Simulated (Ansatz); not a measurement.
Base system: TeO₂ in the fluorite structure (space group Fm-3m, No. 225; a = 5.323 Å; a hypothetical phase, not in the database extracts checked).

Perturbation: a hydrostatic pressure of 60 GPa.

Levels (all Ansatz, an electronic-structure program, PAW, earlier PAW set): PBEsol (420 eV, spin-orbit coupling left out); r2SCAN (500 eV, spin-orbit coupling left out); HSE06 (420 eV, no spin-orbit coupling); PBEsol+SOC (420 eV, with spin-orbit coupling); HSE06+SOC (420 eV, spin-orbit coupling included).

One geometry, relaxed with PBEsol, under each level:

| level | band gap | lowest conduction level above the VBM at special points | electron mass | hole mass | pressure |
|---|---|---|---|---|---|
| PBEsol | 0.32 eV | Γ 1.16 eV; X 1.82 eV; U 3.72 eV; K 3.72 eV | 0.51 mₑ along k, 0.26 mₑ across (off the special points) | 0.52 mₑ along k, 1.4 mₑ across (at L) | 60.00 GPa |
| r2SCAN | ___ | ___ | ___ | ___ | ___ |
| HSE06 | 1.23 eV | Γ 2.07 eV; X 2.81 eV; U 4.81 eV | – | – | – |
| PBEsol+SOC | 0.26 eV | Γ 0.58 eV; X 1.75 eV; U 3.60 eV; K 3.60 eV | 0.53 mₑ along k, 0.26 mₑ across (off the special points) | 0.52 mₑ along k, 1.4 mₑ across (at L) | 60.23 GPa |
| HSE06+SOC | 1.16 eV | Γ 1.45 eV; X 2.74 eV; U 4.68 eV | – | – | – |

Give the withheld r2SCAN results.


- r2SCAN, band gap: 0.61 eV
- r2SCAN, lowest conduction level above the VBM at special points: Γ 1.44 eV; X 2.14 eV; U 4.06 eV; K 4.06 eV
- r2SCAN, electron mass: 0.52 mₑ along k, 0.26 mₑ across (off the special points)
- r2SCAN, hole mass: 0.67 mₑ along k, 1.1 mₑ across (at L)
- r2SCAN, pressure: 63.57 GPa

Single points use the geometry relaxed with PBEsol. Their cutoffs differ, which shifts pressures a little. The hybrid gap comes from the SCF mesh plus the semilocal run's edge points and a few special points and is an upper bound. The spin-orbit shifts are approximate. Spin-orbit coupling, missing from the scalar runs, can matter with Te. Load acts through the strain it causes; cell and atoms are relaxed under it. Masses are band curvatures over ±0.01 Å⁻¹ around the edge. Along k means along the line from Γ to the band edge. Stability against distortions was not tested. No other phases were tried under pressure. The zero or small gap of TeO2 under pressure 60 GPa can change with the level of theory.
